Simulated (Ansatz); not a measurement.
Consider SiSe2 (space group Ibam, No. 72; a = 6.301 Å, b = 9.302 Å, c = 5.856 Å; made of chains). Axes: x, y, z lie along a, b, c of the conventional cell.

All numbers come from PBEsol, PAW, 420 eV (Ansatz, a program for electronic structure; spin-orbit coupling left out).

For the base:

Pressure: 0.1 kbar
Band gap: 1.65 eV
Electron mass: 0.63 mₑ along a, 0.44 mₑ along b, 1.3 mₑ along c (at X)

The change: the symmetric strain tensor [0.0170 0.0076 0.0022; 0.0076 0.0106 -0.0093; 0.0022 -0.0093 -0.0100], atoms relaxed at fixed cell.

**Question.** How does this affect the pressure?

**Answer.** The pressure (mean of the normal stresses, compression positive) rises by 2.2 kbar, from 0.1 kbar to 2.3 kbar.

**Question.** Predict the new band gap.

**Answer.** The band gap grows by 0.051 eV, from 1.65 eV to 1.71 eV.

**Question.** Estimate the effect on the energy relative to the base.

**Answer.** The energy increases by 1.4 meV/atom.

**Question.** Estimate the effect on the electron mass.

**Answer.** The electron mass goes from 0.63 mₑ along a, 0.44 mₑ along b, 1.3 mₑ along c (at X) to 0.65 mₑ along x, 0.44 mₑ along y, 1.8 mₑ along z (at X).

Effective masses come from finite differences of ±0.01 Å⁻¹. No phonon test of stability was made. No dispersion term is included in the PBEsol runs.
